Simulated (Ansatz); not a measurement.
## Point-defect migration in beta Ga2O3

Some mobile defects of beta Ga2O3. Method: PBE, PAW (plane waves to 420 eV; Ansatz, an electronic-structure program).

Each figure is the lowest single hop between equivalent sites among the routes that converged and passed our checks, counted from the lowest site run. It need not be the barrier to long-range diffusion, and untried routes may lie lower. Climbing-image NEB, static nuclei, fixed cells, no finite-size correction; on the finer meshes named, energies are single points at the band's geometries. Saddle orders were checked for a part of the study's bands only and are not shown. Charge states are imposed.

```csv
Defect,Route,Hop (Å),Direction in the unit cell,Neighbours at the saddle,Cell,Barrier (eV)
"interstitial K, charge +1",K moves farthest,1.70,"(0.03, 0.50, 0.12)","2 Ga at 2.63, 2 Ga at 2.82; 2 O at 2.25, 2 O at 2.58, 2 O at 2.65 Å","120 sites, 2×2×2 shifted",0.26
"interstitial Na, charge +1",Na moves farthest,1.77,"(0.05, 0.50, 0.13)","2 Ga at 2.53; 2 O at 2.01, 2 O at 2.49, 2 O at 2.60 Å","120 sites, 2×2×2 shifted",0.28
"interstitial N, charge -1",N moves farthest,2.60,"(0.18, 0.18, -0.12)",2 Ga at 1.99; 2 O at 1.95 Å,"120 sites, 2×2×2 shifted",0.68
"interstitial Be, charge +2",Be moves farthest,1.94,"(0.01, 0.50, -0.19)","O at 1.54, O at 1.65, O at 1.73, O at 2.06 Å","120 sites, 2×2×2 shifted",0.76
```
